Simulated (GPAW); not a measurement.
Band structure of InP (F-43m, 2 atoms in the cell).

```
InP
1.0
    0.00000     3.01072     3.01072
    3.01072     0.00000     3.01072
    3.01072     3.01072     0.00000
In P
1 1
Direct
  0.00000   0.00000   0.00000
  0.25000   0.25000   0.25000
```

Level of theory: PBE, GPAW PAW datasets PBE (gpaw-data 1.0.1) (plane waves; GPAW).

Settings: mode = pw; ecut = 550 eV; xc = PBE; kpts = 5 5 5; mesh shift (steps) = 0 0 0; occupations.name = fermi-dirac; occupations.width = 0.01 eV; nbands = -8; convergence.bands = -6; symmetry.symmorphic = false; symmetry.tolerance = 0.0005; maxiter = 120; bandpath_npoints = 40.

The starting cell comes from a database of computed structures (which also holds hypothetical and non-ambient phases and stackings), without a prior relaxation at this level. Its lattice was rescaled by a random factor within 2.5 % of one.

Question: Predict the gap along the standard path and the places of the band edges.

Answer: The gap along the path is 0.26 eV, direct at Γ to within 0.01 eV.

Levels in eV from the top of the valence band on the SCF mesh, bands 6 to 13:
```
point       6      7      8      9    10    11    12    13
-----  ------  -----  -----  -----  ----  ----  ----  ----
Γ      -11.00   0.00   0.00   0.00  0.26  4.04  4.04  4.04
X       -8.95  -5.42  -2.08  -2.08  1.88  2.25  8.73  9.02
W       -8.90  -5.29  -2.64  -2.58  4.04  4.28  5.33  6.19
K       -8.97  -5.30  -2.95  -1.73  2.37  4.21  7.25  7.32
L       -9.52  -5.34  -0.87  -0.87  1.30  4.77  4.77  6.91
U       -8.97  -5.30  -2.95  -1.73  2.37  4.21  7.25  7.32
```
